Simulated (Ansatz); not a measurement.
Cost and result by functional for the adsorption energy of NH3 on the 1x1 (10-10) surface of wurtzite GaN (cut with top plane Ga + N), one in a 2x1 cell, started at the site 'top N', in Ansatz (plane waves, PAW). Single points on the PBE structure, on one kind of machine; costs are rough ratios of the slab run's core time (references not counted) to the cheapest single point. r2SCAN's cost holds its higher cutoff (500 against 420 eV). Differences are taken against HSE06 for comparison alone: no measured value is at hand, so the table doesn't rank accuracy. HSE06 ran on a coarser k-mesh, which lowers its cost and may carry part of its shift.

Host crystal: wurtzite GaN, with a band gap (PBE, scalar-relativistic without spin-orbit coupling).

Slab: 36 atoms, 9.3 Å thick at the start under the adsorbate (thin: gaps and levels are the slab's own); k 3x4x1, smearing 0.01 eV, dipole-corrected; 16 atoms held, the rest relaxed; no symmetry held; no spin, no spin-orbit, no U, no dispersion correction. At the end it is bonded to Ga. In PBE it is, or lies within 0.03 eV of, the lowest of the starts that converged. These notes are the PBE run's. Adsorption energies are against NH3(g). A negative adsorption energy means that the adsorbate is more stable on the surface than in its reference.

```json
[
 {"functional": "RPBE", "relative cost": "1", "adsorption energy (eV)": "-0.94", "less HSE06 (eV)": "0.33"},
 {"functional": "r2SCAN", "relative cost": "2", "adsorption energy (eV)": "-1.39", "less HSE06 (eV)": "-0.12"},
 {"functional": "HSE06", "relative cost": "30", "adsorption energy (eV)": "-1.27", "less HSE06 (eV)": "0.00"},
 {"functional": "PBE (the relaxed run's value)", "relative cost": "–", "adsorption energy (eV)": "-1.21", "less HSE06 (eV)": "0.06"}
]
```

The values span 0.45 eV, while the single points' costs differ by a factor of roughly 30. Differences are of unrounded values.

Ansatz is a quantum-chemistry and plane-wave program.
